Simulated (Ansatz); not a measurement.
Band edges of zincblende GaAs (F-43m) under biaxial stress in the (111) plane

Cell and atoms are relaxed with PBEsol to each stress (compression positive); bands and masses by r2SCAN with spin-orbit coupling, rigid bands (plane waves, PAW; Ansatz, a first-principles code). Strains are changes of length against the unloaded cell.

```cif
data_AsGa
_chemical_formula_sum 'Ga1 As1'
_space_group_name_H-M_alt 'P 1'
_space_group_IT_number 1
_cell_length_a 4.00125
_cell_length_b 4.00125
_cell_length_c 4.00125
_cell_angle_alpha 60.000
_cell_angle_beta 60.000
_cell_angle_gamma 60.000
loop_
_space_group_symop_operation_xyz
  'x, y, z'
loop_
_atom_site_label
_atom_site_type_symbol
_atom_site_fract_x
_atom_site_fract_y
_atom_site_fract_z
_atom_site_occupancy
Ga1 Ga 0.00000 0.00000 0.00000 1
As1 As 0.25000 0.25000 0.25000 1
```

| stress (GPa) | strain [111] (%) | strain [1−10] (%) | gap (eV) | mean mₑ* |
|---|---|---|---|---|
| -4.80 | -1.53 | 3.55 | 0.314 | - |
| -2.40 | -0.72 | 1.62 | 0.608 | 0.050 |
| -1.20 | -0.35 | 0.78 | 0.758 | 0.055 |
| 0 | 0 | 0 | 0.891 | 0.059 |
| 1.20 | 0.34 | -0.73 | 0.947 | 0.063 |
| 2.40 | 0.66 | -1.41 | 0.988 | 0.068 |
| 3.60 | 0.98 | -2.06 | 1.012 | 0.076 |

[111] is the normal of the loaded plane; [11−2] strains as [1−10]. Masses are conductivity masses at 300 K in electron masses, harmonic means over x, y and z.

Problem. From the two loads next to zero, find the biaxial modulus and the ratio of out-of-plane to in-plane strain.

Solution. Between -1.20 and 1.20 GPa the strain along [1−10] changes by -1.51 % and that along [111] by 0.69 %. The modulus is 2.40/0.0151 = 159 GPa and the ratio of the strains 0.46 (PBEsol, atoms relaxed).

Problem. Is the response still linear at the largest tension?

Solution. The modulus predicts 3.02 % at -4.80 GPa; the table has 3.55 %, so the crystal is softer there.

Problem. How fast does the gap move on either side of zero load?

Solution. Under tension, (0.758 − 0.891) eV over -1.20 GPa = 111 meV/GPa, or about -17 eV per unit strain; under compression, (0.947 − 0.891) eV over 1.20 GPa = 47 meV/GPa, or about -7.7 eV per unit strain. The two slopes part by 64 meV/GPa; gaps are resolved to about 0.01 eV, which allows 17 meV/GPa, so they differ.

Masses are those of dilute carriers in rigid bands with one relaxation time, without polarons. Third decimals of gaps are kept for the arithmetic. Every relaxation keeps the zincblende phase (space group R3m under this load), so a transition, a distortion that breaks the symmetry or fracture can't show.
